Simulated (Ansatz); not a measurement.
Take HfN in the rock salt structure (space group Fm-3m, No. 225) as the base.

```
HfN
1.0
    0.00000     2.26274     2.26274
    2.26274     0.00000     2.26274
    2.26274     2.26274     0.00000
N Hf
1 1
Direct
  0.00000   0.00000   0.00000
  0.50000   0.50000   0.50000
```

Cartesian axes are those of the cell as printed.

Calculations: r2SCAN (Ansatz, an electronic-structure program), without spin-orbit coupling.

For the base:

| Quantity | Result |
|---|---|
| Pressure | 0.0 GPa |
| Volume per atom | 11.59 Å³ |

It is then changed as follows: compressive biaxial strain of 3.57 % in the plane normal to [001], as in epitaxy on a mismatched substrate; the out-of-plane cell vector and the atoms relax.

**Question.** Predict the new energy relative to the base.

**Answer.** The energy increases by 72 meV/atom.

**Question.** Estimate the effect on the pressure.

**Answer.** The pressure (mean of the normal stresses, compression positive) goes from zero to 20.4 GPa.

**Question.** Estimate the effect on the volume per atom.

**Answer.** The volume per atom decreases by 0.654 Å³ (11.59 Å³ → 10.93 Å³).

Without a gap, meshes like the base's 18×18×18 leave anisotropic stresses uncertain by several tenths of a GPa, and small strain energies with them. Whether these cells are dynamically stable was not tested. The final runs are not spin-polarised. An odd electron count without spin: HfN.
